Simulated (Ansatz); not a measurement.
Functionals compared on OH on the 1x1 (10-10) surface of wurtzite ZnO (cut with top plane O + Zn), one in a 2x1 cell, started at the site 'bridge Zn-Zn (span 3.3 Å)', in Ansatz (plane waves, PAW). The structure was relaxed with PBE; the other rows are single points on it, each with its references at the same level. Cutoff 420 eV (500 eV for r2SCAN). The points keep PBE's geometry, so the relaxation of a polaron and the settling of charge on one site are left out.

Host crystal: wurtzite ZnO, with a band gap (PBE, scalar-relativistic without spin-orbit coupling).

Model: 34-atom slab, 9.4 Å thick at the start under the adsorbate (thin: gaps and levels are the slab's own), 3x4x1 mesh, Fermi-Dirac 0.01 eV, dipole correction, 16 atoms held, the rest relaxed; no symmetry held; spin-polarised, ending with about 0.7 μB a cell, a value that depends on the mesh; orders that need a larger cell were not tried, no spin-orbit, no U, no dispersion correction. The slab shows no gap over 0.04 eV on its mesh. At the end it is bonded to 2 Zn. In PBE it is, or lies within 0.03 eV of, the lowest of the starts that converged. These notes are the PBE run's. r2SCAN: The program's check for a lower electronic state was not made. Adsorption energies are against H2O(g) − ½ H2(g). A negative adsorption energy means that the adsorbate is more stable on the surface than in its reference.

```tsv
functional	adsorption energy (eV)	work function of the top face (eV)	rough cost of the single point
PBE	1.38	5.95	–
RPBE	1.45	5.82	roughly 7 core-minutes
r2SCAN	1.35	6.13	very roughly 18 core-minutes
```

Ansatz is a first-principles code.
